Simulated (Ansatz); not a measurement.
**WTe2 (P6₃/mmc, No. 194, 6 atoms in the cell; start mp-1019322; a measured phase of this formula has another space group)**

Calculation: PBE0 (Ansatz, a quantum-chemistry and plane-wave program, plane waves, PAW).

Settings: plane-wave cutoff 460 eV, 9×9×2 k mesh (along the axes of the cell as run), Fermi–Dirac smearing 0.01 eV, no spin polarisation, scalar-relativistic PAW data made under PBE.

Cell (relaxed with PBEsol):

Space group P6₃/mmc (No. 194); a = b = 3.4968 Å, c = 14.0618 Å, α = β = 90.00°, γ = 120.00°

```
atom  site  symmetry       x       y       z
----  ----  --------  ------  ------  ------
Te      4f       3m.  0.6667  0.3333  0.1210
W       2c      -6m2  0.3333  0.6667  0.2500
```

* **band gap**: 1.75 eV
* **smallest direct gap on the k points sampled**: 2.10 eV
* **Γ–Γ gap**: 4.38 eV

Note: cell and atoms aren't relaxed at this level (pressure 0.8 GPa); the cell has widely spaced layers and the level no dispersion term, so their spacing and the moduli can rest on weak binding.

Spin–orbit coupling is not included; with these elements it can move the gap by several tenths of an eV or more.

Static lattice: no zero-point or thermal effects.

It cost around 10 core-minutes (rough) of CPU time.

A start named mp-… is a Materials Project structure, which need not be a measured phase.
